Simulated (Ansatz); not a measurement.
System: L1₂ (Cu3Au-type) Al₃Sc. Method: revPBE (plane waves, PAW; Ansatz, a quantum-chemistry and plane-wave program).

Numerical settings: plane-wave cutoff 520 eV, 14×14×14 k mesh, Fermi–Dirac smearing 0.05 eV, scalar-relativistic PAW data made under PBE.

Pressure at four volumes; x = ln(V/17.613 Å³). One pressure is withheld.

```
V (Å³/atom)        x  P (GPa)
-----------  -------  -------
16.556       -0.0619        ?
16.908       -0.0409     3.71
17.613        0.0000     0.01
18.670        0.0583    -4.30
```

Pass a parabola P(x) through the three rows shown, estimate the bulk modulus and its pressure derivative near zero pressure, and predict the withheld pressure.

Slopes between the rows: (0.01 − (3.71))/(0.0000 − (-0.0409)) = -90.46 and (-4.30 − (0.01))/(0.0583 − (0.0000)) = -73.93 GPa. Their difference over the span 0.0992 is c = 16.53/0.0992 = 166.6 GPa, so P(x) = 3.71 + (-90.46)(x − (-0.0409)) + 166.6 (x − (-0.0409))(x − (0.0000)). At the middle row B = −dP/dx = −[-90.46 + 166.6 × 0.0409] = 83.6 GPa, and B′ = dB/dP = 2c/B = 4.0. At x = -0.0619 the parabola gives 5.83 GPa; the run gives 5.88 GPa. The Birch–Murnaghan fit to the energies at all volumes has B0 = 83.4 GPa and B′ = 4.2.

Measured, for comparison: bulk modulus 91.5 ± 1 GPa (298 K, no zero-point or thermal correction, polycrystal; as tabulated in A Combined Experimental and First-Principles Based Assessment of …). Computed (rounded) less measured: bulk modulus -9 %.
